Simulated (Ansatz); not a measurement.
Given:

```
Ti
1.0
    2.80710     0.00000     0.00000
   -1.40355     2.48063     0.00000
    0.00000     0.00000     4.53728
Ti
2
Direct
  0.66127   0.32255   0.75000
  0.33873   0.67745   0.25000
```

No spin polarisation.

Level of theory: LDA, PAW, 420 eV (Ansatz, a program for electronic structure; no spin-orbit coupling). k-mesh 23×23×13 (Γ-centred); smearing 0.1 eV (Fermi–Dirac).

Q: Estimate the band gap.

A: Zero.

Q: What is the computed pressure (mean of the normal stresses, compression positive)?

A: 2.6 GPa.

Q: What is the computed space group?

A: Cmcm (No. 63).

The cells carry an imposed strain or load. No phonon test of stability was made. All final runs are without spin polarisation. The cell was made from Ti in the hcp (Mg type) structure (space group P6_3/mmc, No. 194) by this change: uniaxial strain ε_xx = −2.00 %.
